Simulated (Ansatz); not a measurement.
The reference is Ti in the hcp (Mg type) structure (space group P6_3/mmc, No. 194; a = 2.936 Å, c = 4.640 Å; relaxed with 0.1 eV smearing).

The values are results of Ansatz (a program for electronic structure), r2SCAN, PAW, cutoff 500 eV, spin-orbit coupling left out, not measurements.

For the base:

The pressure is 0.0 GPa.

Perturbation: the cell is scaled by 0.9700 in all directions; the atoms relax in the strained cell.

Task: Estimate the effect on the energy relative to the base.

Result: The energy goes up by 55 meV/atom.

Task: What happens to the pressure?

Result: The pressure (mean of the normal stresses, compression positive) goes from zero to 12.5 GPa.

No phonon test of stability was made. The final runs are not spin-polarised.
